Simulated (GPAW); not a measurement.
Band structure of TiIn (P4/mmm, 2 atoms in the cell).

```
TiIn
1.0
    2.96351     0.00000     0.00000
    0.00000     2.96351     0.00000
    0.00000     0.00000     4.23930
Ti In
1 1
Cartesian
  1.48176   1.48176   2.11965
  0.00000   0.00000   0.00000
```

Method: PBEsol, GPAW PAW datasets PBEsol (made by gpaw-setup) (plane waves; GPAW).

Settings: mode = pw; ecut = 850 eV; xc = PBEsol; kpts = 15 15 10; mesh shift (steps) = 0 0 0; occupations.name = fermi-dirac; occupations.width = 0.1 eV; nbands = -8; convergence.density = 1e-05 e/electron; convergence.energy = 1e-05 eV/electron; symmetry.symmorphic = false; symmetry.tolerance = 0.0005; maxiter = 120; bandpath_npoints = 40.

The starting cell comes from a database of computed structures (which also holds hypothetical and non-ambient phases and stackings), without a prior relaxation at this level. Its lattice was rescaled by a random factor within 2.5 % of one. Spin polarisation is off.

Levels in eV from the Fermi level, bands 9 to 16:
| point | 9 | 10 | 11 | 12 | 13 | 14 | 15 | 16 |
|---|---|---|---|---|---|---|---|---|
| Γ | -13.96 | -9.66 | -1.41 | -0.78 | -0.69 | 1.81 | 1.81 | 2.67 |
| X | -13.95 | -5.17 | -4.77 | -1.75 | -0.46 | 1.30 | 1.89 | 3.58 |
| M | -13.66 | -3.10 | -0.97 | -0.97 | 0.24 | 0.24 | 0.30 | 3.47 |
| Z | -13.96 | -8.33 | -5.42 | -0.74 | 0.29 | 1.28 | 1.28 | 2.65 |
| R | -13.92 | -5.23 | -3.31 | -1.59 | -0.89 | 1.26 | 1.51 | 1.90 |
| A | -13.66 | -2.41 | -2.40 | -2.40 | 0.53 | 1.46 | 3.47 | 4.25 |

Bands cross the Fermi level along this path, so the cell is metallic at this level.
